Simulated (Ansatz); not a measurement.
The reference is CdTe in the zinc blende structure (space group F-43m, No. 216; a = 6.489 Å).

Perturbation: cell and atoms relaxed at a pressure of 5 GPa.

Levels (all Ansatz, a first-principles code, PAW): PBEsol (420 eV, no SOC); r2SCAN (500 eV, scalar-relativistic without spin-orbit coupling); HSE06 (420 eV, no spin-orbit coupling).

One geometry, relaxed with PBEsol, under each level:

Notes on the quantities. hole mass: degenerate bands, along [100].

```tsv
level	band gap	lowest conduction level above the VBM at special points	electron mass	hole mass	pressure
PBEsol	0.94 eV	Γ 0.94 eV; L 1.82 eV; X 2.28 eV; K 2.73 eV	0.071 mₑ (at Γ)	0.072, 0.44, 0.44 mₑ (at Γ)	50.1 kbar
r2SCAN	1.58 eV	Γ 1.58 eV; L 2.34 eV; X 2.68 eV; K 3.14 eV	0.11 mₑ (at Γ)	0.11, 0.44, 0.44 mₑ (at Γ)	69.2 kbar
HSE06	[?]	[?]	–	–	–
```

### Question
Give the withheld HSE06 results.

### Answer

- HSE06, band gap: 1.95 eV
- HSE06, lowest conduction level above the VBM at special points: Γ 1.95 eV; L 2.75 eV; X 3.06 eV

Single points use the geometry relaxed with PBEsol. Their cutoffs differ, which shifts pressures a little. Spin-orbit coupling, missing from the scalar runs, can matter with Te. Load acts through the strain it causes; cell and atoms are relaxed under it. Effective masses come from finite differences of ±0.01 Å⁻¹. Stability against distortions was not tested. Measured, CdTe leaves this structure (for cinnabar) near 3.53 GPa (temperature not stated; as listed in Datta, Sujoy, Jana, Debnarayan, arXiv (2020)), on rising pressure, with hysteresis.
